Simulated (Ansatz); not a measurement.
Hypothetical anti-perovskite Cs3AuS, pressure series

The reference is Cs3AuS in the anti-perovskite structure (space group Pm-3m, No. 221; a = 6.677 Å; a hypothetical phase, not in the database extracts checked).

Cell and atoms are relaxed at each pressure.

Method: PBE/PAW in Ansatz (a first-principles code), spin-orbit coupling left out.

```json
[
 {"pressure (GPa)": "-1", "volume per atom (Å³/atom)": "70.076"},
 {"pressure (GPa)": "0", "volume per atom (Å³/atom)": "59.548"},
 {"pressure (GPa)": "0.3", "volume per atom (Å³/atom)": "57.670"},
 {"pressure (GPa)": "0.7", "volume per atom (Å³/atom)": "?"},
 {"pressure (GPa)": "1.5", "volume per atom (Å³/atom)": "52.449"},
 {"pressure (GPa)": "3", "volume per atom (Å³/atom)": "48.209"},
 {"pressure (GPa)": "5", "volume per atom (Å³/atom)": "44.360"},
 {"pressure (GPa)": "7.5", "volume per atom (Å³/atom)": "40.994"},
 {"pressure (GPa)": "10", "volume per atom (Å³/atom)": "38.467"}
]
```

**Question.** Fit the third-order Birch–Murnaghan form P(V) = (3B₀/2)[(V₀/V)^(7/3) − (V₀/V)^(5/3)]·[1 + (3/4)(B₀′ − 4)((V₀/V)^(2/3) − 1)] (squares taken in P) to the rows shown and predict the withheld row.

**Answer.** Least squares on the printed values gives V₀ = 59.643 Å³/atom, B₀ = 8.97 GPa, B₀′ = 4.2; this predicts 55.743 Å³/atom, and the run gives 55.593 Å³/atom, 0.150 lower.

The mesh was chosen for an insulator and is coarse for the gapless case. Load acts through the strain it causes; cell and atoms are relaxed under it. Stability against distortions was not tested. No other phases were tried under pressure. All final runs are without spin polarisation.
